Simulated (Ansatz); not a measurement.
## Response to strain in BN

Start from BN in the wurtzite structure (space group P6_3mc, No. 186; a = 2.523 Å, c = 4.175 Å). Axes: x lies along a and z along c of the hexagonal cell.

Strains are applied to the cell and any free atomic positions relax.

The values are results of Ansatz (an electronic-structure program) LDA, without spin-orbit coupling, not measurements.

Notes on the quantities. energy relative to the base: free energy F.

```json
[
 {"change": "base", "volume per atom": "5.76 Å³", "energy relative to the base": "0 meV/atom", "electron mass": "0.30 mₑ along c, 0.50 mₑ across (at K)"},
 {"change": "uniaxial strain ε_zz = −3.00 %", "volume per atom": "5.58 Å³", "energy relative to the base": "+19 meV/atom", "electron mass": "0.29 mₑ along z, 0.50 mₑ across (at K)"},
 {"change": "uniaxial strain ε_zz = −2.40 %", "volume per atom": "5.62 Å³", "energy relative to the base": "+12 meV/atom", "electron mass": "0.29 mₑ along z, 0.50 mₑ across (at K)"},
 {"change": "uniaxial strain ε_zz = −1.80 %", "volume per atom": "5.65 Å³", "energy relative to the base": "+6.6 meV/atom", "electron mass": "0.29 mₑ along z, 0.50 mₑ across (at K)"},
 {"change": "uniaxial strain ε_zz = −1.20 %", "volume per atom": "5.69 Å³", "energy relative to the base": "(withheld)", "electron mass": "0.30 mₑ along z, 0.50 mₑ across (at K)"},
 {"change": "uniaxial strain ε_zz = −0.60 %", "volume per atom": "5.72 Å³", "energy relative to the base": "+0.7 meV/atom", "electron mass": "0.30 mₑ along z, 0.50 mₑ across (at K)"}
]
```

### Question
Some entries are withheld; estimate them.

### Answer

- uniaxial strain ε_zz = −1.20 %, energy relative to the base: +2.9 meV/atom

The levels and masses belong to the bands next to the band gap. Effective masses come from finite differences of ±0.01 Å⁻¹. No phonon test of stability was made.
